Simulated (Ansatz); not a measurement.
ZnS (F-43m): electron mass 0.205 mₑ, hole mass 0.870 mₑ, dielectric constants ε∞ = 6.18 and ε₀ = 8.80, effective LO phonon energy 43 meV (band masses from r2SCAN with spin-orbit coupling, rigid bands run with Ansatz, a first-principles code, cell and atoms relaxed with r2SCAN; dielectric constants and zone-centre modes from LDA run with Ansatz on its own relaxed cell).

### Question
Estimate a shallow donor's binding energy, its radius and the Mott density in the hydrogenic model.

### Answer
E_d = 13.606 eV × m/ε₀² = 36.0 meV and a = 0.0529 nm × ε₀/m = 2.27 nm; n^(1/3) a = 0.26 gives 1.5e18 cm⁻³. The orbit spans many cells, so the model is sensible.

### Question
Bracket the exciton binding energy.

### Answer
The reduced mass is 0.166 mₑ, which gives 29.1 meV with ε₀ and 59.1 meV with ε∞. The phonon energy lies between the two, so neither limit holds, and the model's value lies between them.

Isotropic masses (harmonic means over directions) and a parabolic band; the masses carry the functional's gap error.
